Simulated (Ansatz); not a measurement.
Consider a periodic stack without vacuum, fluorite-type NiSi2 (0 0 1) on Si0.75Ge0.25, ordered (0 0 1), Sb on 1 of 2 substrate sites at each interface (film strained to the substrate, faces as cut): substrate slab Ge4Si16Sb2, film Ni8Si16, surface cells [[0, -1], [1, 0]] and [[0, -1], [2, 1]], film strained by +1.6 and +1.6 %, faces GeSi/GeSi and Si/Ni as cut (like faces can put a slab off its formula). Its start:

```
CELL_PARAMETERS angstrom
      5.53257     0.00000     0.00748
      0.00000     5.53278     0.00497
      1.88349    -2.27962    26.87188
ATOMIC_POSITIONS crystal
  Ge 0.93987 0.07195 0.12356
  Si 0.43694 0.57167 0.12459
  Sb 0.46956 0.03126 0.01955
  Si 0.96706 0.53361 0.01422
  Si 0.18358 0.33336 0.07289
  Si 0.72026 0.77627 0.07395
  Ge 0.86868 0.14967 0.33143
  Si 0.36829 0.64998 0.33203
  Si 0.67052 0.34615 0.17614
  Si 0.17361 0.83847 0.17619
  Ge 0.40659 0.11098 0.22845
  Si 0.90639 0.61006 0.22761
  Si 0.13677 0.38741 0.27998
  Si 0.63734 0.87056 0.27983
  Sb 0.78525 0.24215 0.54902
  Si 0.28629 0.73595 0.53847
  Si 0.60014 0.42754 0.38364
  Si 0.09698 0.91479 0.38367
  Ge 0.32639 0.19606 0.43552
  Si 0.82473 0.69817 0.43548
  Si 0.05924 0.47922 0.48650
  Si 0.54918 0.95553 0.48737
  Ni 0.75327 0.24262 0.77324
  Ni 0.26709 0.70926 0.77165
  Ni 0.28299 0.16719 0.67446
  Ni 0.81261 0.70805 0.67565
  Ni 0.71462 0.30678 0.96331
  Ni 0.19268 0.77932 0.96345
  Ni 0.23264 0.24762 0.86551
  Ni 0.73014 0.77495 0.86579
  Si 0.02423 0.45693 0.72442
  Si 0.52775 0.96401 0.72470
  Si 0.53220 0.45734 0.72347
  Si 0.02579 0.96465 0.72714
  Si 0.53051 0.45052 0.63152
  Si 0.11334 0.87107 0.61835
  Si 0.08986 0.44131 0.63205
  Si 0.54788 0.89038 0.62905
  Si 0.96450 0.52982 0.91556
  Si 0.46327 0.03183 0.91750
  Si 0.47009 0.52518 0.91875
  Si 0.97055 0.02493 0.92035
  Si 0.49179 0.49881 0.82432
  Si 0.99649 0.99305 0.81947
  Si 0.99658 0.49427 0.82259
  Si 0.49510 0.98975 0.81875
```

The start was prepared with a machine-learned potential, and the result is one local minimum, with the in-plane cell held and forces under 0.04 eV/Å; the film can end far from its bulk form.

Calculation: PBE (plane waves to 420 eV, PAW; Ansatz, a first-principles code). Spin–orbit coupling is left out; the runs are not spin-polarised. Its k-point mesh 5×5×1, Fermi–Dirac width 0.05 eV.

Task: Predict the relaxed interface.

Result: 
```
Property                                                                                                                 Result
--------------------------------------------------------------------------------  ---------------------------------------------
interface area                                                                                                          30.6 Å²
period                                                                                                                  26.97 Å
gaps between the outermost planes at the two interfaces                                                         2.29 and 1.41 Å
Ni–Sb contacts across the interfaces within 1.22 times the sum of covalent radii                                 2, mean 2.54 Å
Sb–Si contacts across the interfaces within 1.22 times the sum of covalent radii                                 2, mean 2.74 Å
Ni–Si contacts across the interfaces within 1.22 times the sum of covalent radii                                 2, mean 2.38 Å
Si–Si contacts across the interfaces within 1.22 times the sum of covalent radii                                 2, mean 2.50 Å
estimate of the barrier                                                           withheld, since the two interfaces are unlike
slope of the mean potential energy in the substrate                                                              -4.0 MV/cm × e
```
